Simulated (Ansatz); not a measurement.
Si (Fd-3m) under hydrostatic pressure (compression positive): band gap by PBE with spin-orbit coupling, rigid bands (plane waves, PAW; Ansatz, an electronic-structure program). The unloaded cell, whose axes the loads refer to:

Space group Fd-3m, origin choice 1 (No. 227); a = b = c = 5.4337 Å, α = β = γ = 90.00°

| atom | site | symmetry | x | y | z |
|---|---|---|---|---|---|
| Si | 8b | -43m | 0.5000 | 0.5000 | 0.5000 |
(The calculation used a cell of 2 atoms; values per cell refer to that cell.)

```csv
hydrostatic pressure (compression positive) (GPa),volume per atom (Å³),band gap (eV)
-5.4,21.43,0.67
-3.6,20.91,0.63
-1.8,20.46,0.59
0,20.05,0.56
1.8,19.69,0.53
3.6,19.35,0.49
7.2,18.76,?
10.8,18.24,0.37
```

### Question
Fit a straight line to band gap against the load over the rows given, and predict the row at 7.2 GPa.

### Answer
The means are x̄ = 0.771 GPa and ȳ = 0.5486; Σ(x − x̄)(y − ȳ) = -3.196 and Σ(x − x̄)² = 174.0, so the slope is -18.4 meV per GPa, and the rows given lie within 8.1 meV of the line. At 7.2 GPa the line gives 0.43 eV; the calculation gives 0.43 eV, 0.12 % from it.

### Question
With all rows, what volume deformation potential dE_g/d ln V follows?

### Answer
A line through E_g against ln V has the slope 1.9 eV, so the gap narrows under compression.

 Stresses and pressures are the targets of the relaxation. Gaps are resolved to about 0.01 eV. The structure type is held at every load. Geometry: cell and atoms relaxed with PBEsol.
